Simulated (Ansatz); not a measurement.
# Effect of biaxial strain +4.10 %, plane normal [111], relaxed out of plane on BP

The parent structure is BP in the zinc blende structure (space group F-43m, No. 216; a = 4.5366 Å). Axes: x, y, z lie along the cube axes.

Modification: biaxial strain +4.10 %, plane normal [111], relaxed out of plane (Cartesian); in-plane vectors clamped, the third vector and the atoms free.

Level of theory: r2SCAN (Ansatz, a first-principles code), no spin-orbit coupling. Settings: 12×12×12 k-points, 0.05 eV Fermi–Dirac smearing.

```tsv
quantity	base	changed	shift
shortest interatomic distance	1.964 Å	1.967 Å	+0.003 Å
energy relative to the base (free energy F)	0 meV/atom	+52 meV/atom	+52 meV/atom
band gap	1.41 eV	1.27 eV	-0.14 eV
gap character	–	indirect, Γ → F–Γ (11 % along)	–
smallest direct gap	3.60 eV	3.09 eV	-0.51 eV
hole mass	–	0.16 mₑ out of plane, 0.45 mₑ in plane (at Γ)	–
valence-band top at Γ (three highest levels, from the VBM)	0.00, 0.00, 0.00 eV	0.00, -0.24, -0.24 eV	–
out-of-plane strain	–	-0.65 %	–
ratio −ε⊥/ε∥	–	0.16	–
mean in-plane stress (compression positive)	–	-15.9 GPa	–
```

Masses are band curvatures over ±0.01 Å⁻¹ around the edge. Stability against distortions was not tested. k-point labels follow each cell's own Brillouin zone.
